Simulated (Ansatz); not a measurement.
The parent structure is MoSi$_{2}$ (space group I4/mmm, No. 139; relaxed with 0.1 eV smearing).

```
MoSi2
1.0
   -1.59514     1.59514     3.91125
    1.59514    -1.59514     3.91125
    1.59514     1.59514    -3.91125
Mo Si
1 2
Direct
  0.00000   0.00000   0.00000
  0.33505   0.33505   0.00000
  0.66495   0.66495   0.00000
```

Cartesian axes are those of the cell as printed.

Level of theory: PBEsol/PAW in Ansatz (an electronic-structure program), without spin-orbit coupling, earlier PAW set.

The change: biaxial strain +0.97 %, plane normal [001], relaxed out of plane (Cartesian); in-plane vectors clamped, the third vector and the atoms free.

Q: What does the calculation give for the ratio −ε⊥/ε∥ after the change?

A: The ratio −ε⊥/ε∥ amounts to 0.36.

Q: Estimate the effect on the energy relative to the base.

A: The energy grows by 3.8 meV/atom.

Whether these cells are dynamically stable was not tested. The final runs are not spin-polarised.
